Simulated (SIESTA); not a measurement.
What a tighter setting buys: MeshCutoff, Ca2In (Pnma, 12 atoms in the cell)

Cell: a = 7.2565 Å, b = 5.3649 Å, c = 9.9401 Å, α = 90.00°, β = 90.00°, γ = 90.00°.

Method: GGA PBEsol, numerical atomic orbitals DZP, PseudoDojo PBEsol standard norm-conserving potentials (rewritten from UPF to PSML) run with SIESTA.

Base settings: XC.functional = GGA; XC.authors = PBEsol; potentials = PseudoDojo PBEsol standard; PAO.BasisSize = DZP; PAO.EnergyShift = 0.01 Ry; MeshCutoff = 400 Ry; kgrid.MonkhorstPack = 4 6 3; OccupationFunction = FD; ElectronicTemperature = 0.1 eV; MaxSCFIterations = 150.

Misses are taken against the tightest run, 800 Ry (860 Ry used), which need not be fully converged itself. The energy is the free energy per atom.

Core times come from one kind of shared machine and are given to one figure; runs under 30 s give none.

The starting cell comes from a database of computed structures (which also holds hypothetical and non-ambient phases and stackings), without a prior relaxation at this level. Values carry the incompleteness of an atom-centred basis. In the base run, with a pressure of about 5 GPa the cell is away from its equilibrium volume at this level.

| MeshCutoff | energy less reference (meV/atom) | core time / reference (rough) |
|---|---|---|
| 160 Ry (179 Ry used) | -3.39 | 0.2 |
| 200 Ry (215 Ry used) | -2.36 | 0.2 |
| 240 Ry (240 Ry used) | -1.62 | 0.2 |
| 280 Ry (280 Ry used) | -0.93 | 0.2 |
| 320 Ry (326 Ry used) | -0.74 | 0.2 |
| 360 Ry (393 Ry used) | -0.42 | 0.2 |
| 400 Ry (403 Ry used) | -0.34 | 0.4 |
| 460 Ry (484 Ry used) | -0.19 | 0.3 |
| 520 Ry (525 Ry used) | -0.13 | 0.5 |
| 600 Ry (612 Ry used) | -0.09 | 0.6 |
| 700 Ry (716 Ry used) | -0.03 | 0.8 |
| 800 Ry (860 Ry used) | 0.00 | 1 |

Coarsest setting among those run that, with all tighter ones, holds the energy within 2 meV/atom of the reference: 240 Ry (240 Ry used), off by 1.6 meV/atom; it needs about 0.2 of the reference's time.

Coarsest setting among those run that, with all tighter ones, holds the energy within 0.5 meV/atom of the reference: 360 Ry (393 Ry used), off by 0.42 meV/atom; it needs about 0.2 of the reference's time.

The step from 160 Ry (179 Ry used) to 700 Ry (716 Ry used): it takes the miss in the energy from 3.4 to 0.03 meV/atom, for roughly 5 times the time.
